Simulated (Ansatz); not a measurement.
Short convergence ladders for NbH (Cmm2, 4 atoms in the cell)

```
CELL_PARAMETERS angstrom
      1.83983    -2.38602     0.00000
      1.83983     2.38602     0.00000
      0.00000     0.00000     4.78982
ATOMIC_POSITIONS crystal
  Nb 0.75000 0.25000 0.27928
  Nb 0.25000 0.75000 0.73116
  H  0.25000 0.25000 0.00000
  H  0.75000 0.75000 0.00000
```

Base method: PBEsol, default PAW files made with PBE (plane waves; Ansatz, a first-principles code).

Base settings: basis.ecutwfc = 30.9 Ry; kpoints.mp_grid.grid = 11 11 7; hamiltonian.xc = pbesol; hamiltonian.pseudopotentials = {kind: paw} (the program's default PAW files); scf.occupations.method = fermi_dirac; scf.occupations.width = 0.0073 Ry.

The count of work is k-points × plane waves × bands × iterations; it is no time. 

**The cutoff for other potential files**

Level: DFT, PBEsol, plane waves, harder PAW files (source: ansatz) made with PBE.

In this ladder: hamiltonian.pseudopotentials = {kind: paw, source: ansatz}.

The second cell is the first with its lattice scaled by 0.98.

The mesh stays at the base's, so the ladder's end is converged at best in this setting alone.

The first pressure column holds Ansatz's estimate of the finite-basis (Pulay) stress, which hides part of the cutoff error; the other is without it.

Only quantities that move along the ladder and can be compared are tabulated.

```csv
basis.ecutwfc,free energy less the last step's (meV/atom),energy of the compressed cell less the first (meV/atom),pressure (GPa),pressure without the Pulay estimate (GPa),count of work / last
26.5 Ry,342.35,2.61,-4.87,-30.44,0.11
32.3 Ry,65.01,2.05,-5.22,-11.57,0.14
41.2 Ry,3.91,2.16,-5.15,-5.67,0.21
50 Ry,0.49,2.12,-5.17,-5.20,0.28
58.8 Ry,0.21,2.11,-5.17,-5.17,0.35
70.6 Ry,0.14,2.11,-5.17,-5.17,0.47
88.2 Ry,0.06,2.10,-5.17,-5.17,0.65
117.6 Ry,0.00,2.10,-5.17,-5.17,1.0
```

Coarsest basis.ecutwfc that holds the energy of the compressed cell less the first within 0.2 meV/atom of the last step, with all finer ones: 32.3 Ry, at 0.14 of the last step's count of work; the step before is off by 0.51 meV/atom.

Coarsest basis.ecutwfc that holds the pressure without the Pulay estimate within 0.2 GPa of the last step, with all finer ones: 50 Ry, at 0.28 of the last step's count of work; the step before is off by 0.50 GPa.

Coarsest basis.ecutwfc that holds the pressure within 0.2 GPa of the last step, with all finer ones: 32.3 Ry, at 0.14 of the last step's count of work; the step before is off by 0.30 GPa.

The energy difference between the two cells stays within 1 meV/atom of the last step's from 26.5 Ry on, the total only from 50 Ry on: much of the error is common to both cells and cancels.

At the lowest cutoff the pressure without the Pulay estimate lies 25.3 GPa under the last step's, the usual sign of Pulay stress in an incomplete plane-wave basis.

**The relaxed cell against the cutoff**

On NbH (Cmme, 4 atoms in the cell): atoms on their sites.

In this ladder: relax = cell and atoms.

The mesh stays at the base's, so the ladder's end is converged at best in this setting alone.

Only quantities that move along the ladder and can be compared are tabulated.

| basis.ecutwfc | relaxed volume (Å³/atom) | relaxation steps |
|---|---|---|
| 15.4 Ry | 10.306 | 47 |
| 18.4 Ry | 10.147 | 20 |
| 21.7 Ry | 10.204 | 11 |
| 26.1 Ry | 10.197 | 8 |
| 30.9 Ry | 10.194 | 6 |
| 37.1 Ry | 10.193 | 6 |
| 46.3 Ry | 10.192 | 6 |
| 61.7 Ry | 10.192 | 6 |

Coarsest basis.ecutwfc that holds the relaxed volume within 0.01 Å³/atom of the last step, with all finer ones: 26.1 Ry; the step before is off by 0.012 Å³/atom.

At the lowest cutoff the cell relaxes to a volume 1.1 % larger than at the highest. Ansatz relaxes on a stress corrected for the finite basis.

On the base run: the starting cell comes from a database of computed structures (which also holds hypothetical and non-ambient phases and stackings), without a prior relaxation at this level. Its lattice was rescaled by up to half a per cent. One atom was moved a little off its site on purpose. Spin polarisation is off.

Keys are those of Ansatz 0.2.
